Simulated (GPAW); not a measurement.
GPAW run on MnCo (Pm-3m, 2 atoms in the cell): self-consistent single point.

Method: LDA (Perdew-Wang 92), GPAW PAW datasets LDA (gpaw-data 1.0.1) (plane waves; GPAW 25.7.0).

```xyz
2
Lattice="2.8536 0.0000 0.0000 0.0000 2.8536 0.0000 0.0000 0.0000 2.8536" Properties=species:S:1:pos:R:3 pbc="T T T"
Mn     0.0000     0.0000     0.0000
Co     1.4268     1.4268     1.4268
```
Moments meant for the start (each program seeds them in its own way; μB, in the order of the atoms Mn Co): 4.0 3.0.

Reference input (self-consistent single point, DFT PBEsol, plane waves, GPAW PAW datasets PBEsol (made by gpaw-setup)): spinpol = true; mode = pw; ecut = 800 eV; xc = PBEsol; kpts = 12 12 12; mesh shift (steps) = 0 0 0; occupations.name = methfessel-paxton; occupations.width = 0.272 eV; occupations.order = 0; nbands = -6; convergence.density = 1e-05 e/electron; convergence.energy = 1e-05 eV/electron. This run's input differs from it in these lines:

```diff
@@ -16,3 +16,3 @@
             mode=PW(800),
-            xc='PBEsol',
+            xc='LDA',
             kpts={'size': (12, 12, 12), 'gamma': True},
```

Its files differ too (potentials: GPAW PAW datasets LDA (gpaw-data 1.0.1)).

Output, abridged:

```
     iter     time        total  log10-change:  magmom
                         energy   eigst   dens
iter:   1 --:--:--   -19.261237                   +7.0108
iter:   2 --:--:--   -19.884749   -0.80  -1.71    +5.2804
iter:   3 --:--:--   -20.451566   -1.74  -1.67    +3.7110
iter:   4 --:--:--   -20.091116   -2.51  -1.48    +3.7261
iter:   5 --:--:--   -20.142373   -1.81  -1.66    +3.7789
   [... 8 lines left out ...]
iter:  14 --:--:--   -19.979381   -5.83  -2.82    +3.9867
iter:  15 --:--:--   -19.979778   -5.54  -2.85    +3.9754
iter:  16 --:--:--   -19.977506   -4.30  -2.77    +3.9791
   [... lines left out ...]
iter:  23 --:--:--   -19.977603c  -6.78  -3.68    +3.9773
iter:  24 --:--:--   -19.977654c  -7.19  -3.68    +3.9779
iter:  25 --:--:--   -19.977604c  -6.19  -3.67    +3.9782
iter:  26 --:--:--   -19.977614c  -7.42c -4.03    +3.9780
iter:  27 --:--:--   -19.977653c  -6.77  -4.07    +3.9778
iter:  28 --:--:--   -19.977628c  -7.32  -4.06    +3.9778
iter:  29 --:--:--   -19.977637c  -7.42c -4.15    +3.9775
iter:  30 --:--:--   -19.977639c  -8.17c -4.44    +3.9775
iter:  31 --:--:--   -19.977638c  -8.00c -4.57    +3.9774
iter:  32 --:--:--   -19.977638c  -9.88c -4.98    +3.9773
iter:  33 --:--:--   -19.977635c  -8.43c -5.04c   +3.9772
Converged after 33 iterations.

Dipole moment: (0.000000, 0.000000, 0.000000) |e|*Ang

Total magnetic moment: (0.000000, 0.000000, 3.977212)
Local magnetic moments:
   0 Mn ( 0.000000,  0.000000,  2.605288)
   1 Co ( 0.000000,  0.000000,  1.294338)

Energy contributions relative to reference atoms: (reference = -69293.738678)

Kinetic:         +7.839093
Potential:       -6.334988
External:        +0.000000
XC:             -21.538855
Entropy (-ST):   -0.071695
Local:           +0.092962
SIC:             +0.000000
--------------------------
Free energy:    -20.013483
Extrapolated:   -19.977635

Spin contamination: 0.035064 electrons
Showing only first 2 kpts
                      Up                     Down
 Kpt  Band  Eigenvalues  Occupancy  Eigenvalues  Occupancy
  0    10      8.49988    1.00000     10.68090    0.00000
   [... lines left out ...]

Fermi level: 9.44868

No gap
No difference between direct/indirect transitions
Energy (eV): -19.977635

Forces in eV/Ang:
  0 Mn    0.00000    0.00000    0.00000
  1 Co    0.00000    0.00000    0.00000

Stress tensor:
     0.104007     0.000000     0.000000
     0.000000     0.104007     0.000000
     0.000000     0.000000     0.104007
Stress (GPa, Voigt): [16.6637 16.6637 16.6637  0.      0.      0.    ]
```

The run converged in 33 iterations. GPAW prints stress with tension positive. Against the reference run the pressure goes from -8.14 to -16.66 GPa and the size of the net moment hardly changes (2.00 to 1.99 μB/atom).

The starting cell comes from a database of computed structures (which also holds hypothetical and non-ambient phases and stackings), without a prior relaxation at this level. The magnetic order is the one reached from the typed start; others were not searched systematically. With a pressure of about -17 GPa the cell is away from its equilibrium volume at this level.

Cost on one core of a shared machine: roughly 3 min.
